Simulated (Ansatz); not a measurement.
Al2O3: pressure series

Base system: Al₂O₃ in the corundum structure (space group R-3c, No. 167; a = 4.809 Å, c = 13.124 Å (hexagonal axes)).

Cell and atoms are relaxed at each pressure.

The values are results of PBE (Ansatz, a program for electronic structure), spin-orbit coupling left out, not measurements.

| pressure (GPa) | band gap (eV) |
|---|---|
| -2 | 5.74 |
| -1 | 5.80 |
| 0 | 5.85 |
| 0.9 | 5.90 |
| 2.1 | 5.96 |
| 4.5 | 6.08 |
| 9 | ? |
| 15 | 6.56 |

Q: Fit E_g = E₀ + αP + βP² to the rows shown and predict the withheld row.

A: Least squares on the printed values gives E₀ = 5.85 eV, α = 53.1 meV/GPa, β = -0.38 meV/GPa² (largest residual 0.00 eV); this predicts 6.30 eV, and the run gives 6.29 eV, in agreement.

Load acts through the strain it causes; cell and atoms are relaxed under it. Stability against distortions was not tested. Competing high-pressure phases were not computed.
